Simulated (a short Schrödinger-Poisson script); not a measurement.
From a short Schrödinger-Poisson script (our own, NumPy): one-band effective-mass equation with BenDaniel-Duke matching, electrons, heavy and light holes apart, hard walls at the outer ends, one valence edge for both holes (no strain splitting), no charge, excitons, band mixing or non-parabolicity; under a field the levels are quasi-bound states of a box, listed while three quarters of their weight lies within 4 nm of the wells.

Stack: coupled double GaAs/Al0.35Ga0.65As quantum well.

From the first side: 20 nm Al0.35Ga0.65As; 10 nm GaAs; 2 nm Al0.35Ga0.65As; 10 nm GaAs; 20 nm Al0.35Ga0.65As.

Constants are typed, rounded textbook-type inputs, not results; the design itself was drawn at random and stands for no fabricated device. GaAs: direct gap (eV) 1.424, conduction-band edge (eV) 0, electron mass (mₑ) 0.067, heavy-hole mass 0.377, light-hole mass 0.09. Al0.35Ga0.65As: direct gap (eV) 1.86, conduction-band edge (eV) 0.276, electron mass (mₑ) 0.096, heavy-hole mass 0.412, light-hole mass 0.1215.

The valence-band edge of each layer lies one gap below its conduction-band edge. The electron's potential energy rises along the stack by the applied field. Mesh 0.03 nm at interfaces.

Q: Give the e1 above the well's band edge (meV); the squared e1-hh1 overlap at zero applied field; the e2 − e1 (meV).

A: e1 above the well's band edge (meV): 27.9; squared e1-hh1 overlap at zero applied field: 0.98; e2 − e1 (meV): 5.9. Excitons are left out, and strain enters only through the typed gaps and offsets, so measured lines lie elsewhere.
